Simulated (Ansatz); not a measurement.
CaO (model structure, started from the CsCl type, Pm-3m, No. 221, 2 atoms in the cell; like a known high-pressure phase), treated with r²SCAN (Ansatz, a program for electronic structure, PAW).

Settings: plane-wave cutoff 560 eV, 12×12×12 k mesh, Fermi–Dirac smearing 0.01 eV, scalar-relativistic PAW data made under PBE.

Cell (relaxed at this level):

```cif
data_CaO
_chemical_formula_sum 'Ca1 O1'
_space_group_name_H-M_alt 'P 1'
_space_group_IT_number 1
_cell_length_a 2.90294
_cell_length_b 2.90294
_cell_length_c 2.90294
_cell_angle_alpha 90.000
_cell_angle_beta 90.000
_cell_angle_gamma 90.000
loop_
_space_group_symop_operation_xyz
  'x, y, z'
loop_
_atom_site_label
_atom_site_type_symbol
_atom_site_fract_x
_atom_site_fract_y
_atom_site_fract_z
_atom_site_occupancy
Ca1 Ca 0.00000 0.00000 0.00000 1
O1 O 0.50000 0.50000 0.50000 1
```

### Question
Estimate the band gap and smallest direct gap on the k points sampled that the calculation returns.

### Answer

- band gap = 3.28 eV (indirect)
- smallest direct gap on the k points sampled = 3.58 eV

Computed values are for the static lattice.

Cost on a shared machine: roughly 5 core-seconds.

A model structure was made by putting elements into a prototype or built by hand; it is no filed structure, need not be a known phase, and can be a saddle point held by its symmetry.
